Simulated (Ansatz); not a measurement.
Checking a run of Ansatz (a first-principles code) on AgBr (Fm-3m, 2 atoms in the cell). The aim is a self-consistent single point with DFT, PBE, plane waves, PAW files.

Cell that was meant: a = 4.1020 Å, b = 4.1020 Å, c = 4.1020 Å, α = 60.00°, β = 60.00°, γ = 60.00°.

Part of the input:

Ansatz 0.2 input:
```yaml
    - { symbol: Ag, position: [0.000000, 0.000000, 0.000000] }
    - { symbol: Br, position: [0.500000, 0.500000, 0.500000] }
basis:
  ecutwfc: 65.0
kpoints:
  mp_grid:
    grid: [7, 7, 7]
```

Output (repeated stretches shortened):

```
   [... lines left out ...]
Symmetry: 48 space group operations
Space group: Fm-3m (ITA 225), of the structure as read, at distance tolerance 3.7e-5 Å
k-points: 20 of 343
Initial density: superposition of atomic densities (chi_scale 0.1, normalization cell, long waves kept (reshape's long-wave potential 0.00 eV rms))
Initial wavefunctions: pseudopotential atomic-orbital guess
Eigensolver: davidson
Functional: x = pbe(κ = 0.804, μ = 0.2195149727645171), c = pbe(β = 0.06672455060314922)
SCF iter   1: F=—  HF=-10071.486868 eV  |F-HF|=—  |Δ(HF+E_count)|=         —  Δρ=1.09e0  dr2=6.16e2  ethr=3.10e-3  ⟨swp⟩=1.0  Hψ=1162  notcnv=0
all-band conjugate gradients solve this SCF's bands
   [... lines left out ...]
WARN: the bands overlap at the fill by count (13 filled at each k-point of a channel) …
SCF 1 converged in 10 iterations: F = -9670.455134 eV  dr2 = 1.63e-9
Free energy (F): -9670.455134 eV
Internal energy: -9670.455134 eV  (E = F + TS)
E sigma→0 (E₀):  -9670.455134 eV
Fermi energy:    12.393430 eV
--- Forces (eV/Å), atoms counted from 1 ---
  atom   1  Ag    -0.00000000     0.00000000     0.00000000
  atom   2  Br     0.00000000    -0.00000000    -0.00000000
--- Stress (GPa, compression-positive) ---
      -74.781483      -0.000000       0.000000
       -0.000000     -74.781483       0.000000
       -0.000000      -0.000000     -74.781483
  P = ⅓ Tr σ = -74.7815 GPa (-747.815 kbar)
  The stress holds the Pulay correction. Without it, at fixed plane waves, as pw.x and ABINIT print it: P = -2752.0731 GPa
```

Is this run sound? If not, what is wrong?

The run is not sound. The fault is a basis or grid far too coarse for these potentials. Far below the cutoff that the potentials were made for, the basis cannot represent the orbitals near the nuclei, and energies, forces and above all the stress go wrong. To fix it, restore the cutoff that the potentials need and check convergence. The run converged in 10 iterations without an error; against the sound input the free energy rises by 352 eV/atom, the pressure goes from 0.86 to -74.78 GPa and no clean gap remains on the mesh (levels overlap or are partly filled), against 0.75 eV before. The full log also holds (shortened here): “WARN: iter 1: σ=0 fill of 13 bands saw a band overlap (occupied 18.5420 eV > unoccupied 15.5806 eV) — on an unconverged iterate often a transient of an (band_overlap_at_count)”. At a fixed set of plane waves, without the program's Pulay estimate, the pressure is -2752.07 GPa against 0.82 GPa.

The sound input it was made from differs as follows (other fixes are possible):
```diff
-  ecutwfc: 65.0
+  ecutwfc: 420.0 eV
```

With that input, the run converged in 8 iterations: free energy E − TS (on the zero of these files) -10374.4379 eV; top of the valence band (on the code's own zero) 7.59 eV; gap on the k-point mesh 0.75 eV; pressure 0.86 GPa (DFT, PBE, plane waves, PAW files).

On the sound input: the starting cell comes from a database of computed structures (which also holds hypothetical and non-ambient phases and stackings), without a prior relaxation at this level. Its lattice was rescaled by a random factor within 2.5 % of one. Ansatz's pressure includes its estimate of the finite-basis (Pulay) stress.
